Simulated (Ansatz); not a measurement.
**WC: response to strain**

Base system: WC (space group P-6m2, No. 187; relaxed with 0.1 eV smearing).

Space group P-6m2 (No. 187); a = b = 2.8843 Å, c = 2.8115 Å, α = β = 90.00°, γ = 120.00°

```tsv
atom	site	symmetry	x	y	z
W	1a	-6m2	0.0000	0.0000	0.0000
C	1d	-6m2	0.3333	0.6667	0.5000
```

Strains are applied to the cell and any free atomic positions relax.

Level of theory: LDA in Ansatz (plane waves to 420 eV, PAW, no SOC).

Notes on the quantities. pressure: mean of the normal stresses, compression positive; energy relative to the base: free energy F.

```
case                       pressure  volume per atom  energy relative to the base
------------------------  ---------  ---------------  ---------------------------
base                        0.0 GPa         10.13 Å³                   0 meV/atom
isotropic strain −3.00 %   47.0 GPa          9.24 Å³                +120 meV/atom
isotropic strain −2.00 %   29.2 GPa          9.53 Å³                 +52 meV/atom
isotropic strain −1.50 %   21.2 GPa          9.68 Å³                 +29 meV/atom
isotropic strain −1.00 %   13.7 GPa          9.83 Å³                 +12 meV/atom
isotropic strain −0.50 %    6.6 GPa          9.98 Å³                +3.1 meV/atom
isotropic strain +1.50 %  -17.3 GPa         10.59 Å³                 +26 meV/atom
isotropic strain +2.00 %  -22.3 GPa         10.75 Å³                 +45 meV/atom
isotropic strain +2.50 %  -26.9 GPa         10.91 Å³                 +70 meV/atom
isotropic strain +3.00 %  -31.2 GPa         11.07 Å³                 +99 meV/atom
```

Stability against distortions was not tested. The final runs are not spin-polarised.

Ansatz is an electronic-structure program.
